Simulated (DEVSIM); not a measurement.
System: abrupt GaAs p-n junction, at 300 K.

```tsv
layer (left to right)	material	thickness (μm)	Nd (cm⁻³)	Na (cm⁻³)	τn (s)	τp (s)
1	GaAs	13.0	-	3.9e16	3.9e-8	3.9e-8
2	GaAs	0.310	1.6e16	-	3.9e-8	3.9e-8
```

Left contact: ohmic. Right contact: ohmic. Voltage is applied to the left contact. Recombination: SRH at mid-gap, Auger. Mobility is μmin + (μ − μmin)/(1 + (N/Nref)^α).

The device is made up for the run: typed textbook-type constants, with dimensions and the other settings drawn at random. Values at 300 K; Nc and Nv go as T^1.5, mobilities as T to minus their exponent, the gap by Varshni's rule with the affinity fixed.

| parameter | GaAs |
|---|---|
| gap (eV) | 1.424 |
| affinity (eV) | 4.07 |
| permittivity | 12.9 |
| Nc (cm⁻³) | 4.7e17 |
| Nv (cm⁻³) | 9e18 |
| μn (cm²/Vs) | 8500 |
| μp (cm²/Vs) | 400 |
| μn,min | 500 |
| μp,min | 20 |
| Nref,n | 6e16 |
| Nref,p | 1.5e17 |
| αn | 0.39 |
| αp | 0.38 |
| T exponent of μn | 2.1 |
| T exponent of μp | 2.2 |
| Cn (cm⁶/s) | 1e-30 |
| Cp (cm⁶/s) | 1e-30 |
| Varshni α (eV/K) | 0.000541 |
| Varshni β (K) | 204 |

DEVSIM, 1D drift-diffusion, Boltzmann statistics, complete ionisation; no tunnelling, impact ionisation, image-force lowering or self-heating.

The temperature was swept, all else fixed.

```
temperature (K)  dark forward voltage at 1 A/cm² (V)  largest field in the device at zero bias (V/cm)  dark forward voltage at 100 A/cm² (V)  potential step across the device at zero bias (V)
---------------  -----------------------------------  -----------------------------------------------  -------------------------------------  -------------------------------------------------
250                                            1.096                                            62000                                  1.240                                              1.268
300                                            0.995                                            60000                                  1.176                                              1.196
350                                            0.891                                            58000                                  1.111                                              1.121
400                                            0.785                                            56000                                  1.046                                              1.043
450                                            0.677                                            53000                                  0.982                                              0.964
500                                            0.568                                            50000                                  0.917                                              0.882
```

From the first row to the last the dark forward voltage at 1 A/cm² goes from 1.096 to 0.568. From the first row to the last the largest field in the device at zero bias goes from 62000 to 50000.
